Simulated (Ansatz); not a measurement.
## How far PBE and PBEsol part for Ir

The reference is Ir in the fcc (Cu type) structure (space group Fm-3m, No. 225; a = 3.871 Å).

(Cell as relaxed with PBE.)

Levels (all Ansatz, a first-principles code, PAW): PBE (420 eV, without spin-orbit coupling); PBEsol (420 eV, no spin-orbit coupling).

Each level relaxes its own structure.

```json
[
 {"quantity": "volume per atom", "PBE": "14.50 Å³", "PBEsol": "…"},
 {"quantity": "lattice parameter a", "PBE": "3.871 Å", "PBEsol": "…"},
 {"quantity": "band gap", "PBE": "zero", "PBEsol": "…"}
]
```

Predict the PBEsol column.


- volume per atom, PBEsol: 14.05 Å³
- lattice parameter a, PBEsol: 3.830 Å
- band gap, PBEsol: zero

PBE's volume per atom lies 0.45 Å³ above PBEsol's (3.2 %); PBE's lattice parameter a lies 0.0404 Å above PBEsol's (1.1 %); the two agree on the band gap. Neither level is exact; PBEsol is the comparison here, not a measurement.

No phonon test of stability was made. All final runs are without spin polarisation.
